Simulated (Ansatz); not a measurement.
Output of an Ansatz run (abridged):

```
WARN ansatz: RAYON_NUM_THREADS=1 ignored (pool sized by the plan → 1); use --threads N
Pseudopotentials: kind: paw
Pseudopotential: Cu, paw, valence charge 19
Pseudopotential: I, paw, valence charge 17
Pseudopotential: Br, paw, valence charge 7
Crystal: 8 atoms, lattice volume = 181.369 Å³
Basis set: ecut = 420 eV, 3555 PW (Γ)
Bands: 81, of which v1, the nominal top of the filled ones, is band 67 counted from 1 (66 counted from 0)
Symmetry: 4 space group operations
Space group: C2/m (ITA 12), of the structure as read, at distance tolerance 5.7e-5 Å
k-points: 24 of 75
PAW frozen core: Cu, regenerated for the run's functional, and the local potential with it
PAW frozen core: I, regenerated for the run's functional, and the local potential with it
PAW frozen core: Br, regenerated for the run's functional, and the local potential with it
Initial density: superposition of atomic densities (neutral atoms: chi_scale 0, normalization atom), corrected by the library's trained network
Initial wavefunctions: pseudopotential atomic-orbital guess
Eigensolver: davidson
Functional: x = slater, c = lda
SCF iter   1: F=—  HF=-50983.410565 eV  |F-HF|=—  |Δ(HF+E_count)|=         —  Δρ=1.30e-2  dr2=1.36e-1  ethr=1.77e-3  ⟨swp⟩=6.8  Hψ=7833  notcnv=0  defer=48
all-band conjugate gradients solve this SCF's bands
preconditioner: auto → LDOS
SCF iter   2: F=—  HF=-50983.474296 eV  |F-HF|=—  |Δ(HF+E_count)|=   6.37e-2  S|Δr|=    0.00e0  Δρ=1.68e-2  dr2=2.62e-1  ethr=1.02e-4  ⟨swp⟩=2.0  Hψ=3988  notcnv=0  defer=212
SCF iter   3: F=—  HF=-50983.378770 eV  |F-HF|=—  |Δ(HF+E_count)|=   9.55e-2  S|Δr|=    0.00e0  Δρ=3.83e-3  dr2=1.62e-2  ethr=1.02e-4  ⟨swp⟩=2.0  Hψ=3464  notcnv=0  defer=212
SCF iter   4: F=—  HF=-50983.375562 eV  |F-HF|=—  |Δ(HF+E_count)|=   3.21e-3  S|Δr|=    0.00e0  Δρ=1.64e-3  dr2=3.00e-3  ethr=1.21e-5  ⟨swp⟩=2.0  Hψ=2575  notcnv=0  defer=99
SCF iter   5: F=—  HF=-50983.374856 eV  |F-HF|=—  |Δ(HF+E_count)|=   7.07e-4  S|Δr|=    0.00e0  Δρ=3.79e-4  dr2=2.31e-4  ethr=2.24e-6  ⟨swp⟩=2.0  Hψ=2455  notcnv=0  defer=99
SCF iter   6: F=—  HF=-50983.374807 eV  |F-HF|=—  |Δ(HF+E_count)|=   4.87e-5  S|Δr|=    0.00e0  Δρ=2.85e-4  dr2=9.83e-5  ethr=1.72e-7  ⟨swp⟩=2.0  Hψ=3097  notcnv=0  defer=99
SCF iter   7: F=—  HF=-50983.374887 eV  |F-HF|=—  |Δ(HF+E_count)|=   7.99e-5  S|Δr|=    0.00e0  Δρ=9.61e-5  dr2=1.65e-5  ethr=7.33e-8  ⟨swp⟩=2.0  Hψ=2466  notcnv=0  defer=99
SCF iter   8: F=—  HF=-50983.374885 eV  |F-HF|=—  |Δ(HF+E_count)|=   1.85e-6  S|Δr|=    0.00e0  Δρ=6.23e-5  dr2=5.46e-6  ethr=1.23e-8  ⟨swp⟩=1.7  Hψ=1992  notcnv=0  defer=99
SCF iter   9: F=—  HF=-50983.374884 eV  |F-HF|=—  |Δ(HF+E_count)|=   8.98e-7  S|Δr|=    0.00e0  Δρ=2.38e-5  dr2=9.11e-7  ethr=4.07e-9  ⟨swp⟩=2.0  Hψ=2363  notcnv=0  defer=99
SCF iter  10: F=-50983.374884 eV  HF=-50983.374884 eV  |F-HF|=2.20e-8  |Δ(HF+E_count)|=   1.42e-7  S|Δr|=    0.00e0  Δρ=5.49e-6  dr2=3.50e-8  ethr=7.46e-11  ⟨swp⟩=11.5  Hψ=10620  notcnv=0
SCF 1 converged in 10 iterations: F = -50983.374884 eV  dr2 = 3.50e-8
SCF converged after 10 iterations
Stability not checked (fill_not_monotonic)
Free energy (F): -50983.374884 eV
Harris-Foulkes:  -50983.374884 eV  (|F-HF|=2.20e-8)
Internal energy: -50983.381724 eV  (E = F + TS)
E sigma→0 (E₀):  -50983.377164 eV
Entropy (-TS):   0.006840 eV (0.855 meV/atom)
Fermi energy:    9.747062 eV
Step filling:    the computed levels leave a gap of 0.0171 eV = 0.2 smearing widths
--- Per-component energies (eV) ---
  E_band       = -2859.603849
  E_kinetic    = 1907.205431
  E_local      = -26320.540002  (includes V_loc(G=0)·N_el)
  E_nonlocal   = 1457.721455
  E_hartree    = 12111.863984
  E_xc         = -988.429385
  E_vxc        = -938.661488  (∫ρ·V_xc dr)
  E_paw        = -22572.950367  (= ΣΔE_a)
  E_vpaw       = -3189.044964  (= ΣTr[D̂ρ^β])
  E_aug_tail   = 0.001033  (compensation charges beyond the density's cutoff)
  E_ewald      = -16582.602671
  E_core_change = 4.348797  (= ΣΔE_core)
  E_smearing   = 0.006840  (= −TS)
  E_closure    = 0.000000  (closes the sum)
  Σ components = -50983.374884   (vs F -50983.374884, Δ=0.00e0)
--- Forces (eV/Å), atoms counted from 1 ---
  atom   1  Cu    -0.03188881     0.00000000     0.03912264
  atom   2  Cu     0.03188881     0.00000000    -0.03912264
  atom   3  Cu     0.00171948     0.00000000    -0.03674052
  atom   4  Cu    -0.00171948     0.00000000     0.03674052
  atom   5  I      0.08913114     0.00000000     0.09510446
  atom   6  I     -0.08913114     0.00000000    -0.09510446
  atom   7  I      0.00000000     0.00000000     0.00000000
  atom   8  Br     0.00000000     0.00000000     0.00000000
  max |Σ_I F_I| component: 0.00e0 eV/Å
--- Stress (GPa, compression-positive) ---
       -5.887614       0.000000      -0.080692
        0.000000      -5.715936       0.000000
       -0.080692       0.000000      -5.978819
  P = ⅓ Tr σ = -5.8608 GPa (-58.608 kbar)
  The stress holds the Pulay correction. Without it, at fixed plane waves, as pw.x and ABINIT print it: P = -5.9160 GPa
--- Band table (eV; the first three rows and the last of 24) ---
  k-point 0: bands = ["-100.8973", "-100.8973", "-100.7661", "-100.7660", "-58.7723", "-58.7723", "-58.7699", "-58.7698", "-58.7264", "-58.7264", "-58.6427", "-58.6427", "-58.6213", "-58.6213", "-58.6171", "-58.6171", "-35.9001", "-35.8996", [...]
  k-point 1: bands = ["-100.8973", "-100.8973", "-100.7661", "-100.7660", "-58.7723", "-58.7723", "-58.7699", "-58.7698", "-58.7264", "-58.7264", "-58.6427", "-58.6427", "-58.6213", "-58.6213", "-58.6171", "-58.6171", "-35.9001", "-35.8996", [...]
  k-point 2: bands = ["-100.8973", "-100.8973", "-100.7661", "-100.7660", "-58.7723", "-58.7723", "-58.7699", "-58.7698", "-58.7264", "-58.7264", "-58.6427", "-58.6427", "-58.6213", "-58.6213", "-58.6171", "-58.6171", "-35.8997", "-35.8997", [...]
  k-point 23: bands = ["-100.8973", "-100.8973", "-100.7660", "-100.7660", "-58.7723", "-58.7723", "-58.7699", "-58.7698", "-58.7264", "-58.7264", "-58.6427", "-58.6427", "-58.6213", "-58.6213", "-58.6171", "-58.6171", "-35.8997", "-35.8997", [...]
```

The structure:

```xyz
8
Lattice="6.6324 -2.0042 0.0000 6.6324 2.0042 0.0000 -1.2110 0.0000 6.8222" Properties=species:S:1:pos:R:3 pbc="T T T"
Cu     4.8236     0.0000     0.8653
Cu     7.2302     0.0000     5.9569
Cu    10.8638     0.0000     4.2542
Cu     1.1901     0.0000     2.5680
I      9.6561     0.0000     1.7242
I      2.3978     0.0000     5.0979
I      0.0000     0.0000     0.0000
Br     6.0269     0.0000     3.4111
```

Q: What input produced this log?

A: Other spellings and defaults could give the same log, and not every line can be read from it. The input that was run (DFT, LDA (PW92), plane waves, default PAW files made with PBE):

Ansatz 0.2 input:
```yaml
# Cu4I3Br
crystal:
  lattice:
    - [6.632410, -2.004185, 0.000000]
    - [6.632410, 2.004185, 0.000000]
    - [-1.210955, 0.000000, 6.822190]
  atoms:
    - { symbol: Cu, position: [0.375220, 0.375220, 0.126840] }
    - { symbol: Cu, position: [0.624780, 0.624780, 0.873160] }
    - { symbol: Cu, position: [0.875920, 0.875920, 0.623580] }
    - { symbol: Cu, position: [0.124080, 0.124080, 0.376420] }
    - { symbol: I, position: [0.751020, 0.751020, 0.252740] }
    - { symbol: I, position: [0.248980, 0.248980, 0.747260] }
    - { symbol: I, position: [0.000000, 0.000000, 0.000000] }
    - { symbol: Br, position: [0.500000, 0.500000, 0.500000] }
basis:
  ecutwfc: 420.0
kpoints:
  mp_grid:
    grid: [5, 5, 3]
hamiltonian:
  xc: lda
  pseudopotentials:
    kind: paw
scf:
  occupations:
    method: cold
    width: 0.1
output:
  forces: true
  eigenvalues: true
  stress: true
```

The starting cell comes from a database of computed structures (which also holds hypothetical and non-ambient phases and stackings), without a prior relaxation at this level. Spin-orbit coupling is off. Spin polarisation is off, so a magnetic state, if there is one, cannot be reached. With a pressure of about -6 GPa the cell is away from its equilibrium volume at this level. Ansatz's pressure includes its estimate of the finite-basis (Pulay) stress. The run gives no clean gap (levels at the Fermi energy touch, overlap or are partly filled at this smearing), which alone does not show that the compound is a metal.

Ansatz is a first-principles code.
